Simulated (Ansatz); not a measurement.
AlOOH (Pmn2₁, No. 31, 8 atoms in the cell; start mp-23807; a measured phase of this formula has another space group) was calculated with LDA in Ansatz (plane waves, PAW).

Numerical settings: plane-wave cutoff 500 eV, 14×10×8 k mesh (along the axes of the cell as run), gaussian smearing 0.02 eV, scalar-relativistic PAW data made under PBE.

Cell (relaxed at this level):

AlHO$_{2}$ has the orthorhombic space group Pmn2₁ (No. 31), Pearson symbol oP8. Cell: a = 2.8123 Å, b = 4.1447 Å, c = 4.6554 Å, α = β = γ = 90.00°. Al on 2a sees 6 O at 1.872–1.961 Å (octahedral). H on 2a has 1 O at 1.099 Å. O1 on 2a is surrounded by 3 Al at 1.872–1.879 Å. O2 on 2a sees 1 H at 1.099 Å and 3 Al at 1.921–1.961 Å. (Neighbours: up to the widest gap in distance over summed covalent radii, below 1.35, at either atom; cation-cation and far metal-metal contacts left out.)

Q: Estimate the band gap that the calculation returns.

A: 
- band gap = 6.44 eV (on the SCF k mesh)

Note: the relaxation could not lower the start's symmetry, so the cell can be a saddle point above a distorted one.

It cost around 5 core-minutes (rough) of CPU time.

A start named mp-… is a Materials Project structure, which need not be a measured phase.

Ansatz is a first-principles code.
